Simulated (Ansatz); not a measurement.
A user runs Ansatz (a first-principles code) on TiSi2 (Cmcm, 6 atoms in the cell) and asks whether the run is sound. The aim is a self-consistent single point with DFT, LDA (PW92), plane waves, default PAW files made with PBE.

Cell that was meant: a = 7.0460 Å, b = 7.0460 Å, c = 3.5958 Å, α = 90.00°, β = 90.00°, γ = 150.73°.

Part of the input:

Ansatz 0.2 input:
```yaml
    - { symbol: Si, position_ang: [1.78028500, 0.79422827, 0.89895750] }
    - { symbol: Si, position_ang: [1.78028500, 3.41293179, 2.69687250] }
    - { symbol: Si, position_ang: [1.78028500, -3.41293179, 0.89895750] }
basis:
  ecutwfc: 50
kpoints:
  mp_grid:
    grid: [8, 8, 7]
```

Output, abridged:

```
   [... lines left out ...]
PAW frozen core: Si, regenerated for the run's functional, and the local potential with it
Initial density: superposition of atomic densities (neutral atoms: chi_scale 0, normalization atom), corrected by the library's trained network
Initial wavefunctions: pseudopotential atomic-orbital guess
Eigensolver: davidson
Functional: x = slater, c = lda
SCF iter   1: F=—  HF=-7026.570824 eV  |F-HF|=—  |Δ(HF+E_count)|=         —  Δρ=6.35e-1  dr2=3.58e2  ethr=1.77e-3  ⟨swp⟩=1.0  Hψ=5846  notcnv=0
all-band conjugate gradients solve this SCF's bands
preconditioner: auto → Kerker (q_TF=auto, 2.396 Å⁻¹)
SCF iter   2: F=—  HF=-6867.259938 eV  |F-HF|=—  |Δ(HF+E_count)|=    1.59e2  S|Δr|=    0.00e0  Δρ=4.19e-1  dr2=1.75e2  ethr=1.77e-3  ⟨swp⟩=2.3  Hψ=5049  notcnv=0  defer=91
   [... lines left out ...]
SCF iter   6: F=—  HF=-6723.600836 eV  |F-HF|=—  |Δ(HF+E_count)|=   7.67e-4  S|Δr|=    0.00e0  Δρ=1.45e-4  dr2=1.44e-5  ethr=4.62e-6  ⟨swp⟩=2.0  Hψ=2514  notcnv=0  defer=77
SCF iter   7: F=—  HF=-6723.600829 eV  |F-HF|=—  |Δ(HF+E_count)|=   6.89e-6  S|Δr|=    0.00e0  Δρ=1.59e-5  dr2=2.39e-7  ethr=3.59e-8  ⟨swp⟩=2.1  Hψ=3164  notcnv=0  defer=77
SCF iter   8: F=-6723.600829 eV  HF=-6723.600829 eV  |F-HF|=6.15e-9  |Δ(HF+E_count)|=   9.62e-8  S|Δr|=    0.00e0  Δρ=2.37e-6  dr2=8.30e-9  ethr=2.50e-10  ⟨swp⟩=10.8  Hψ=10572  notcnv=0
SCF 1 converged in 8 iterations: F = -6723.600829 eV  dr2 = 8.30e-9
Stability not checked (fill_not_monotonic)
Free energy (F): -6723.600829 eV
Internal energy: -6723.601221 eV  (E = F + TS)
E sigma→0 (E₀):  -6723.600960 eV
Entropy (-TS):   0.000393 eV (0.065 meV/atom)
Fermi energy:    17.112701 eV
--- Forces (eV/Å), atoms counted from 1 ---
  atom   1  Ti     0.00000000    -3.12372207     0.00000000
  atom   2  Ti     0.00000000     3.12372207     0.00000000
  atom   3  Si     0.00000000     1.43808535     0.00000000
   [... lines left out ...]
--- Stress (GPa, compression-positive) ---
     -923.612069       0.000000       0.000000
        0.000000    -936.871176       0.000000
        0.000000       0.000000    -921.600671
  P = ⅓ Tr σ = -927.3613 GPa (-9273.613 kbar)
  The stress holds no Pulay correction (an occupied level lies too near the plane-wave cutoff): it is that at fixed plane waves, as pw.x and ABINIT print it
```

Is this run sound? If not, what is wrong?

The run is not sound. The fault is this: a cutoff meant in Ry typed as a bare number, read as eV. A bare number is read in the key's own unit, and eV, Ry (13.6 eV) and Ha (27.2 eV) lie far apart, so the setting ends up far from the one that was meant. To fix it, convert the value to the unit that the key expects. The run converged in 8 iterations without an error; against the sound input the free energy rises by 103 eV/atom, the pressure goes from -8.63 to -927.4 GPa and the largest force goes from 0.109 to 3.124 eV/Å.

The sound input it was made from differs as follows (other fixes are possible):
```diff
-basis:
-  ecutwfc: 50
```

With that input, the run converged in 6 iterations: free energy E − TS (on the zero of these files) -7339.1131 eV; Fermi level (on the code's own zero) 12.30 eV; pressure -8.63 GPa; largest force (vector length) 0.109 eV/Å (DFT, LDA (PW92), plane waves, default PAW files made with PBE).

On the sound input: the starting cell comes from a database of computed structures (which also holds hypothetical and non-ambient phases and stackings), without a prior relaxation at this level. Its lattice was rescaled by a random factor within 2.5 % of one. Spin polarisation is off. With a pressure of about -9 GPa the cell is away from its equilibrium volume at this level. Ansatz's pressure includes its estimate of the finite-basis (Pulay) stress.
